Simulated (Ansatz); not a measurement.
LiF (model structure, F-43m, No. 216, 2 atoms in the cell)

All values below come from PBE0 in Ansatz (plane waves, PAW).

Run with plane-wave cutoff 460 eV, 10×10×10 k mesh, Fermi–Dirac smearing 0.01 eV, scalar-relativistic PAW data made under PBE.

Cell (relaxed with PBEsol):

```xyz
2
Lattice="0.0000 2.1556 2.1556 2.1556 0.0000 2.1556 2.1556 2.1556 0.0000" Properties=species:S:1:pos:R:3 pbc="T T T"
Li     0.0000     0.0000     0.0000
F      1.0778     1.0778     1.0778
```

```
Property                                 Result
--------  -------------------------------------
band gap  10.79 eV (on the SCF k mesh) (direct)
```

Note: the relaxation could raise the start's symmetry but not lower it, so the cell can be a saddle point.

Static lattice: no zero-point or thermal effects.

Cost on a shared machine: very roughly 70 core-seconds.

A model structure was made by putting elements into a prototype or built by hand; it is no filed structure, need not be a known phase, and can be a saddle point held by its symmetry.

Ansatz is an electronic-structure program.
